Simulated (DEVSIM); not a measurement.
illuminated Si p-on-n cell, one wavelength

Structure: illuminated Si p-on-n cell, one wavelength, at 300 K.

| layer (left to right) | material | thickness (μm) | Nd (cm⁻³) | Na (cm⁻³) | τn (s) | τp (s) | absorption coefficient (cm⁻¹) |
|---|---|---|---|---|---|---|---|
| 1 | Si | 0.420 | - | 1.3e19 | 8.7e-6 | 1e-6 | 120 |
| 2 | Si | 130 | 5.7e15 | - | 7.9e-5 | 0.0024 | 120 |

Left contact: ohmic, minority electron recombination velocity 2e6 cm/s. Right contact: ohmic, minority hole recombination velocity 2000 cm/s. Voltage is applied to the left contact. Recombination: SRH at mid-gap, radiative, Auger. Gap narrowing is on: ΔEg = 6.92 meV × (l + √(l² + 0.5)), l = ln(N/1.3e17 cm⁻³), shared equally by both band edges. Light enters at the left, 4.2e17 photons cm⁻² s⁻¹, one pass, no reflection. Mobility is μmin + (μ − μmin)/(1 + (N/Nref)^α).

This is a model device: material constants are rounded textbook-type values typed into the input, and sizes, dopings and lifetimes were drawn at random. Values at 300 K.

```csv
parameter,Si
gap (eV),1.124
affinity (eV),4.05
permittivity,11.7
Nc (cm⁻³),2.86e19
Nv (cm⁻³),3.1e19
μn (cm²/Vs),1417
μp (cm²/Vs),470
"μn,min",52
"μp,min",45
"Nref,n",9.7e16
"Nref,p",2.2e17
αn,0.68
αp,0.72
B (cm³/s),4.7e-15
Cn (cm⁶/s),2.8e-31
Cp (cm⁶/s),9.9e-32
```

DEVSIM, 1D drift-diffusion, Boltzmann statistics, complete ionisation; no tunnelling, impact ionisation, image-force lowering or self-heating.

```json
{
 "potential_step_across_the_device_at_zero_bias": "0.849 V",
 "largest_field_in_the_device_at_zero_bias": "140000 V/cm",
 "Dark forward voltage at 1 A/cm²": "0.693 V",
 "Dark forward voltage at 100 A/cm²": "0.898 V",
 "short_circuit_current": "39.4 mA/cm²",
 "open_circuit_voltage": "0.602 V",
 "fill_factor": "0.83",
 "largest_power": "19.6 mW/cm²",
 "share_of_generated_pairs_collected_at_short_circuit": "0.740"
}
```

Current under light (generator sign):

```json
[
 {"V (V)": "0.00", "J (mA/cm²)": "39.4"},
 {"V (V)": "0.08", "J (mA/cm²)": "39.4"},
 {"V (V)": "0.18", "J (mA/cm²)": "39.4"},
 {"V (V)": "0.26", "J (mA/cm²)": "39.4"},
 {"V (V)": "0.36", "J (mA/cm²)": "39.4"},
 {"V (V)": "0.46", "J (mA/cm²)": "39.2"},
 {"V (V)": "0.48", "J (mA/cm²)": "39.0"},
 {"V (V)": "0.50", "J (mA/cm²)": "38.6"},
 {"V (V)": "0.52", "J (mA/cm²)": "37.7"},
 {"V (V)": "0.54", "J (mA/cm²)": "35.7"},
 {"V (V)": "0.56", "J (mA/cm²)": "31.5"},
 {"V (V)": "0.58", "J (mA/cm²)": "22.3"},
 {"V (V)": "0.60", "J (mA/cm²)": "2.71"},
 {"V (V)": "0.62", "J (mA/cm²)": "-38.7"}
]
```

Dark forward current:

```tsv
V (V)	J (A/cm²)
0.05	2.8e-11
0.10	1.8e-10
0.15	1.1e-9
0.20	7.4e-9
0.25	5.0e-8
0.30	3.4e-7
0.35	2.3e-6
0.40	1.6e-5
0.45	0.00011
0.50	0.00077
0.55	0.0053
0.60	0.036
0.65	0.23
0.70	1.3
0.75	5.5
0.80	18
0.85	48
0.90	100
0.95	190
1.00	310
1.05	470
1.10	660
1.15	900
1.20	1200
1.25	1500
1.30	1800
1.35	2200
```
